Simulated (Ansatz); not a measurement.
# InP (model structure, started from the BN type, Pm-3n, No. 223, 12 atoms in the cell): smallest direct gap on the k points sampled by level of theory

No measured value is used here.

| level (code) | value (eV) |
|---|---|
| LDA (Ansatz) | 0.50 |
| PBEsol (Ansatz) | … |
| r²SCAN (Ansatz) | 1.14 |
| HSE06 (Ansatz) | 1.49 |

**Question.** Complete the blanks.

**Answer.** 
- PBEsol (Ansatz, a quantum-chemistry and plane-wave program), value (eV): 0.65

Computed values are for a static lattice. Levels without +SOC have no spin–orbit coupling; where heavier elements are present it shifts gaps, mostly down, and can invert bands.  Values are at the PBEsol cell. Cutoffs and k meshes differ between the levels. Ansatz's density-functional and Hartree–Fock values are scalar-relativistic unless marked +SOC, with PAW data made under PBE.

A model structure was made by putting elements into a prototype or built by hand; it is no filed structure, need not be a known phase, and can be a saddle point held by its symmetry.
